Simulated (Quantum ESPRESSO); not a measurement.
A working Quantum ESPRESSO input for SrMg6Bi (Amm2, 8 atoms in the cell) (DFT, PBEsol, plane waves, SSSP 1.1.2 efficiency (PBE) pseudopotentials):

```fortran
&control
 calculation = 'scf'
 prefix = 'pwscf'
 outdir = './out'
 pseudo_dir = './'
 verbosity = 'high'
 tprnfor = .true.
 tstress = .true.
/
&system
 ibrav = 0
 nat = 8
 ntyp = 3
 ecutwfc = 40
 ecutrho = 320
 occupations = 'smearing'
 smearing = 'marzari-vanderbilt'
 degauss = 0.019992
 input_dft = 'pbesol'
/
&electrons
 conv_thr = 1.0e-11
 mixing_beta = 0.7
/
ATOMIC_SPECIES
Sr    87.6200  Sr_pbe_v1.uspp.F.UPF
Mg    24.3050  Mg.pbe-n-kjpaw_psl.0.3.0.UPF
Bi   208.9804  Bi_pbe_v1.uspp.F.UPF
ATOMIC_POSITIONS angstrom
Sr    2.726920000    0.000000000    2.069534395
Mg    2.726920000    1.617819201    5.070631974
Mg    2.726920000   -1.617819201    5.070631974
Mg    0.000000000    1.592046320    6.948545058
Mg    0.000000000   -1.592046320    6.948545058
Mg    0.000000000    0.000000000    4.164642539
Mg    0.000000000    0.000000000   10.171200989
Bi    2.726920000    0.000000000    8.037308014
K_POINTS automatic
4 3 3  0 0 0
CELL_PARAMETERS angstrom
   5.453840000     0.000000000     0.000000000
   0.000000000     3.262390000     6.060130000
   0.000000000    -3.262390000     6.060130000
```

The run converged in 12 iterations: free energy E − TS -6140.5529 eV; Fermi level (on the code's own zero) 5.29 eV; pressure -1.19 GPa; largest force (vector length) 0.086 eV/Å. Each of these slips is then made, one at a time:

(1)
```diff
- mixing_beta = 0.7
+ mixing_beta = 1.0
+ mixing_ndim = 1
```

(2)
```diff
- conv_thr = 1.0e-11
+ conv_thr = 1.0d-1
```

Question: How does each altered input end?

Answer: 
(1) Unsuitable density mixing. The run converged in 57 iterations, and against the sound input the free energy hardly moves (within 1 meV/atom), the pressure moves little (-1.19 to -1.18 GPa) and the largest force stays at 0.086 eV/Å. It cost iterations: the sound input took 12.

(2) A convergence threshold that is too loose. The run converged in 2 iterations without an error; against the sound input the free energy rises by 27.7 meV/atom, the pressure goes from -1.19 to -11.85 GPa and the largest force goes from 0.086 to 0.704 eV/Å. The full log also holds: “SCF correction compared to forces is large: reduce conv_thr to get better values”.

The starting cell comes from a database of computed structures (which also holds hypothetical and non-ambient phases and stackings), without a prior relaxation at this level.

Left out of this page: 4 runs of the series outside the window shown, repeating another row's setting, or not comparable.
